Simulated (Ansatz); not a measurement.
Ansatz (a quantum-chemistry and plane-wave program) run on Au (Fm-3m, 1 atom in the cell): self-consistent single point.

Level of theory: PBEsol, PAW files made with PBE (plane waves; Ansatz).

```yaml
crystal:
  lattice:
    - [0.00000, 2.03388, 2.03388]
    - [2.03388, 0.00000, 2.03388]
    - [2.03388, 2.03388, 0.00000]
  atoms:
    - { symbol: Au, position: [0.00000, 0.00000, 0.00000] }
```

Reference input (self-consistent single point, DFT, PBEsol, plane waves, PAW files made with PBE): basis.ecutwfc = 420 eV; kpoints.mp_grid.grid = 14 14 14; hamiltonian.xc = pbesol; hamiltonian.pseudopotentials = {kind: paw} (the program's default PAW files); scf.occupations.method = fermi_dirac; scf.occupations.width = 0.1 eV. This run's input differs from it in these lines:

Ansatz 0.2 input:
```diff
@@ -8,3 +8,3 @@
 basis:
-  ecutwfc: 420.0
+  ecutwfc: 210.0
 kpoints:
```

Log, with long lists cut:

```
SCF iter   1: F=—  HF=-13004.098842 eV  |F-HF|=—  |Δ(HF+E_count)|=         —  Δρ=1.44e-1  dr2=3.09e0  ethr=3.10e-3  ⟨swp⟩=4.2  Hψ=6640  notcnv=0
all-band conjugate gradients solve this SCF's bands
preconditioner: auto → none
SCF iter   2: F=—  HF=-13003.068686 eV  |F-HF|=—  |Δ(HF+E_count)|=    1.03e0  Δρ=5.58e-2  dr2=4.42e-1  ethr=3.10e-3  ⟨swp⟩=2.9  Hψ=3700  notcnv=0  defer=10
   [... lines left out ...]
SCF iter   4: F=—  HF=-13002.917132 eV  |F-HF|=—  |Δ(HF+E_count)|=   5.64e-3  Δρ=1.16e-3  dr2=1.51e-4  ethr=2.66e-5  ⟨swp⟩=2.1  Hψ=2631  notcnv=0  defer=10
SCF iter   5: F=—  HF=-13002.917162 eV  |F-HF|=—  |Δ(HF+E_count)|=   2.98e-5  Δρ=8.78e-5  dr2=1.38e-6  ethr=7.95e-7  ⟨swp⟩=2.6  Hψ=2103  notcnv=0  defer=10
SCF iter   6: F=—  HF=-13002.917166 eV  |F-HF|=—  |Δ(HF+E_count)|=   4.47e-6  Δρ=8.82e-6  dr2=7.43e-9  ethr=5.26e-10  ⟨swp⟩=5.4  Hψ=6194  notcnv=0
SCF iter   7: F=-13002.917166 eV  HF=-13002.917166 eV  |F-HF|=3.27e-11  |Δ(HF+E_count)|=  5.15e-10  Δρ=6.02e-7  dr2=6.13e-11  ethr=3.91e-11  ⟨swp⟩=2.0  Hψ=3950  notcnv=0
SCF 1 converged in 7 iterations: F = -13002.917166 eV  dr2 = 6.13e-11
Free energy (F): -13002.917166 eV
Internal energy: -13002.906903 eV  (E = F + TS)
E sigma→0 (E₀):  -13002.912035 eV
Entropy (-TS):   -0.010263 eV (-10.263 meV/atom)
Fermi energy:    20.816484 eV
--- Forces (eV/Å), atoms counted from 1 ---
  atom   1  Au     0.00000000     0.00000000     0.00000000
--- Stress (GPa, compression-positive) ---
       13.886025      -0.000000       0.000000
        0.000000      13.886025      -0.000000
        0.000000      -0.000000      13.886025
  P = ⅓ Tr σ = 13.8860 GPa (138.860 kbar)
  The stress holds the Pulay correction. Without it, at fixed plane waves, as pw.x and ABINIT print it: P = -296.6287 GPa
```

The run converged in 7 iterations. Against the reference run the free energy goes up by 5.93 eV/atom and the pressure goes from 2.03 to 13.89 GPa.

The starting cell has typed, rounded lattice constants, without a prior relaxation at this level. Its lattice was rescaled by up to half a per cent. Ansatz's pressure includes its estimate of the finite-basis (Pulay) stress. Without the estimate this run gives -296.63 GPa. The cutoff lies below the one recommended for these files.
